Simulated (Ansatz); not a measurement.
Electronic density of states of amorphous Ti₂₀O₃₈, density 3.76 g/cm³, on a 2×2×2 Γ-centred mesh with a Gaussian width of 0.1 eV; energies count from the Fermi level. Cell and mesh are small, so fine structure isn't converged. These are PBE, scalar-relativistic without spin-orbit coupling (plane waves to 420 eV, PAW; Ansatz, a quantum-chemistry and plane-wave program) values and carry that method's errors. Sampling: a 2×2×2 Γ-centred mesh; Fermi-Dirac width 0.01 eV; collinear spin, started from moments on atoms (at the end a net moment of 0.0 μB, with unpaired spins of both signs, a broken-symmetry state; no other order was tried). The usual formal charges leave 4 electrons over, so the level spacing at the Fermi energy parts defect or band states and needn't be the band gap. In the spin-polarised cell the level spacing at the Fermi energy can part levels of unlike spin. The spare electrons fill defect levels or the bottom of the conduction band, and the levels at the Fermi energy are partly filled.

The cell was made by melting and quenching with the CHGNet potential and then relaxed with DFT. O atoms were pushed apart under 1.9 Å during the dynamics, to hinder bonds among them. The hot cell started wider than the set density and was brought back towards it in steps. It is the lowest in DFT energy of 2 quenches. It is a model cell: composition and starting density were chosen by hand, and all elements were melted together. No dispersion term was used. Its density started from a set value of 3.88 and ended at 3.76 g/cm³. The quench (nominally 240 K/ps over its main leg) was far faster than any real one, so the model tends to hold more defects than a real film. A cell of this size samples the disorder only roughly. Volume and shape were free in the relaxation.

(E - EF (eV), states/(eV atom)): (-12.00, 0.00); (-11.90, 0.00); (-11.80, 0.00); (-11.70, 0.00); (-11.60, 0.00); (-11.50, 0.00); (-11.40, 0.00); (-11.30, 0.00); (-11.20, 0.00); (-11.10, 0.00); (-11.00, 0.00); (-10.90, 0.00); (-10.80, 0.00); (-10.70, 0.00); (-10.60, 0.00); (-10.50, 0.00); (-10.40, 0.00); (-10.30, 0.00); (-10.20, 0.00); (-10.10, 0.00); (-10.00, 0.00); (-9.90, 0.00); (-9.80, 0.00); (-9.70, 0.00); (-9.60, 0.00); (-9.50, 0.00); (-9.40, 0.00); (-9.30, 0.00); (-9.20, 0.00); (-9.10, 0.00); (-9.00, 0.00); (-8.90, 0.00); (-8.80, 0.00); (-8.70, 0.00); (-8.60, 0.00); (-8.50, 0.00); (-8.40, 0.00); (-8.30, 0.00); (-8.20, 0.00); (-8.10, 0.00); (-8.00, 0.00); (-7.90, 0.00); (-7.80, 0.00); (-7.70, 0.01); (-7.60, 0.08); (-7.50, 0.19); (-7.40, 0.22); (-7.30, 0.41); (-7.20, 0.57); (-7.10, 0.71); (-7.00, 0.81); (-6.90, 0.81); (-6.80, 0.85); (-6.70, 0.96); (-6.60, 1.03); (-6.50, 1.07); (-6.40, 1.11); (-6.30, 1.22); (-6.20, 1.13); (-6.10, 1.00); (-6.00, 0.98); (-5.90, 0.96); (-5.80, 0.93); (-5.70, 0.89); (-5.60, 0.91); (-5.50, 0.84); (-5.40, 0.76); (-5.30, 0.84); (-5.20, 0.92); (-5.10, 0.84); (-5.00, 0.76); (-4.90, 0.75); (-4.80, 0.81); (-4.70, 0.86); (-4.60, 0.92); (-4.50, 0.92); (-4.40, 0.89); (-4.30, 0.91); (-4.20, 0.87); (-4.10, 0.86); (-4.00, 0.88); (-3.90, 0.83); (-3.80, 0.88); (-3.70, 0.88); (-3.60, 0.88); (-3.50, 0.85); (-3.40, 0.81); (-3.30, 0.80); (-3.20, 0.78); (-3.10, 0.76); (-3.00, 0.68); (-2.90, 0.47); (-2.80, 0.18); (-2.70, 0.02); (-2.60, 0.00); (-2.50, 0.00); (-2.40, 0.00); (-2.30, 0.00); (-2.20, 0.00); (-2.10, 0.00); (-2.00, 0.00); (-1.90, 0.00); (-1.80, 0.00); (-1.70, 0.00); (-1.60, 0.00); (-1.50, 0.00); (-1.40, 0.00); (-1.30, 0.00); (-1.20, 0.00); (-1.10, 0.00); (-1.00, 0.00); (-0.90, 0.00); (-0.80, 0.00); (-0.70, 0.00); (-0.60, 0.00); (-0.50, 0.01); (-0.40, 0.06); (-0.30, 0.16); (-0.20, 0.18); (-0.10, 0.21); (0.00, 0.34); (0.10, 0.60); (0.20, 0.78); (0.30, 0.89); (0.40, 0.92); (0.50, 0.98); (0.60, 1.04); (0.70, 1.05); (0.80, 1.10); (0.90, 1.06); (1.00, 1.00); (1.10, 0.98)
